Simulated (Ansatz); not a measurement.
# SiTe2 (model structure, started from the rutile type, P4₂/mnm, No. 136, 6 atoms in the cell): properties by level of theory

```csv
level (code),equilibrium lattice constant a (Å),lattice parameter c (Å),cohesive energy (eV/atom)
PBE (Ansatz),___,4.043,2.88
PBEsol (Ansatz),6.401,3.984,___
PBE-D3(BJ) (Ansatz),6.394,3.991,3.29
r²SCAN+rVV10 (Ansatz),6.445,4.007,3.02
```

### Question
What belongs in the gaps?

### Answer

- PBE (Ansatz, an electronic-structure program), equilibrium lattice constant a (Å): 6.505
- PBEsol (Ansatz), cohesive energy (eV/atom): 3.31

Ansatz's density-functional and Hartree–Fock values are scalar-relativistic unless marked +SOC, with PAW data made under PBE.

Free atoms are spin-polarised, in the lowest state found; at levels without +SOC their spin–orbit coupling is left out.

Static lattice: no zero-point or thermal effects.

A model structure was made by putting elements into a prototype or built by hand; it is no filed structure, need not be a known phase, and can be a saddle point held by its symmetry.
